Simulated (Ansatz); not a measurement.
Start from ZnO in the wurtzite structure (space group P6_3mc, No. 186; a = 3.235 Å, c = 5.211 Å). Axes: x lies along a and z along c of the hexagonal cell.

Perturbation: uniaxial strain ε_xx = +4.45 %, all other strain components held at zero; the atoms relax in the strained cell.

Calculations: Ansatz (a program for electronic structure), r2SCAN, PAW, cutoff 500 eV, scalar-relativistic without spin-orbit coupling.

Problem. Give the band edges at the high-symmetry points of the new zone, measured from its valence-band maximum.

Solution. 
```json
[
 {"point": "Γ", "valence edge (eV)": "0.00", "conduction edge (eV)": "1.15"},
 {"point": "Y", "valence edge (eV)": "-0.97", "conduction edge (eV)": "6.07"},
 {"point": "C₀", "valence edge (eV)": "-1.72", "conduction edge (eV)": "7.97"},
 {"point": "Σ₀", "valence edge (eV)": "-1.72", "conduction edge (eV)": "7.97"},
 {"point": "Z", "valence edge (eV)": "-0.35", "conduction edge (eV)": "3.82"},
 {"point": "A₀", "valence edge (eV)": "-1.14", "conduction edge (eV)": "8.31"},
 {"point": "E₀", "valence edge (eV)": "-1.14", "conduction edge (eV)": "8.31"},
 {"point": "T", "valence edge (eV)": "-1.26", "conduction edge (eV)": "6.16"},
 {"point": "S", "valence edge (eV)": "-0.82", "conduction edge (eV)": "6.24"},
 {"point": "R", "valence edge (eV)": "-1.28", "conduction edge (eV)": "6.20"}
]
```

The gap is 1.15 eV, direct at Γ.

No phonon test of stability was made. Labels are those of the standard path for the cell's own space group.
